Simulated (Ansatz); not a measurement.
MoAs (model structure, started from the NbAs type, I4₁md, No. 109, 4 atoms in the cell)

These are PBEsol (plane waves, PAW; Ansatz, an electronic-structure program) values and carry that method's errors.

Settings: plane-wave cutoff 520 eV, 22×22×22 k mesh, Fermi–Dirac smearing 0.05 eV, no spin polarisation, scalar-relativistic PAW data made under PBE.

Cell (relaxed at this level):

Space group I4₁md (No. 109); a = b = 3.3245 Å, c = 11.4804 Å, α = β = γ = 90.00°

```json
[
 {"atom": "Mo", "site": "4a", "symmetry": "2mm.", "x": "0.0000", "y": "0.0000", "z": "0.2492"},
 {"atom": "As", "site": "4a", "symmetry": "2mm.", "x": "0.0000", "y": "0.0000", "z": "0.6668"}
]
```
(The calculation used a cell of 4 atoms; values per cell refer to that cell.)

```json
{
  "bulk modulus B0": "202 GPa"
}
```

Note: the run has no spin polarisation, so it can have missed a magnetic state; the bulk modulus is −V dP/dV from two relaxed cells at ±2 % in volume; the relaxation could raise the start's symmetry but not lower it, so the cell can be a saddle point.

Computed values are for the static lattice.

The result took around 19 core-minutes (rough).

A model structure was made by putting elements into a prototype or built by hand; it is no filed structure, need not be a known phase, and can be a saddle point held by its symmetry.
